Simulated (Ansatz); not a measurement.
Consider interstitial H in zinc-blende GaP, charge state -1. The step: several atoms move together, H the farthest; the atom moves 2.04 Å along (0.25, 0.20, 0.18) of the unit cell; the moving atom starts with neighbours Ga at 1.74 Å and ends with P at 1.58 Å. A PBE band in Ansatz (plane-wave PAW, one k-point at (0.250, 0.250, 0.250), 64 host sites, 42 SCF runs with any check of the saddle's order, static, no finite-size correction) gives a forward barrier of 0.56 eV. The saddle point's order was not checked, and it lies on a symmetry element of the cell, where a band can be held. The charge state is imposed; whether it is stable for some Fermi level was not computed. Sites that were not tried may lie lower.

Single points at the band's start and saddle point can refine it. Rough cost of one point, in units of the band's mean SCF on the same machine:

```json
[
 {"Level": "PBE, a 2×2×2 k-point mesh shifted by half a step", "Cost of one point": "about 5"},
 {"Level": "r2SCAN at 500 eV, one k-point at (0.250, 0.250, 0.250)", "Cost of one point": "about 3"}
]
```

Question: Which of these move the barrier by more than 0.1 eV, and how far does each move it?

Answer: PBE, a 2×2×2 k-point mesh shifted by half a step: +0.29 eV; r2SCAN at 500 eV, one k-point at (0.250, 0.250, 0.250): +0.14 eV. Each functional is compared with PBE at the same k-points.

Ansatz is an electronic-structure program.
